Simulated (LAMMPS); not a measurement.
System: Si (diamond structure), solid and liquid side by side in a cell of 1920 atoms at 5 GPa.

All values are model results, not measurements: classical MD, pair style tersoff, file SiC_Erhart-Albe.tersoff; code LAMMPS.

Starting crystal:

```cif
data_Si8
_chemical_formula_sum 'Si8'
_space_group_name_H-M_alt 'Fd-3m :1'
_space_group_IT_number 227
_space_group_name_Hall 'F 4d 2 3 -1d'
_cell_length_a 5.43100
_cell_length_b 5.43100
_cell_length_c 5.43100
_cell_angle_alpha 90.000
_cell_angle_beta 90.000
_cell_angle_gamma 90.000
loop_
_atom_site_label
_atom_site_type_symbol
_atom_site_symmetry_multiplicity
_atom_site_Wyckoff_symbol
_atom_site_fract_x
_atom_site_fract_y
_atom_site_fract_z
_atom_site_occupancy
Si1 Si 8 b 0.50000 0.50000 0.50000 1
```

Q: Give the volume of the solid at the melting point, the melting point as this potential yields it.

A: volume of the solid at the melting point: 19.71 Å³/atom; melting point: 2290 ± 46 K.

Caution: the error of the potential's melting point is set to 2 % at least, a picked allowance for cell size and run length.
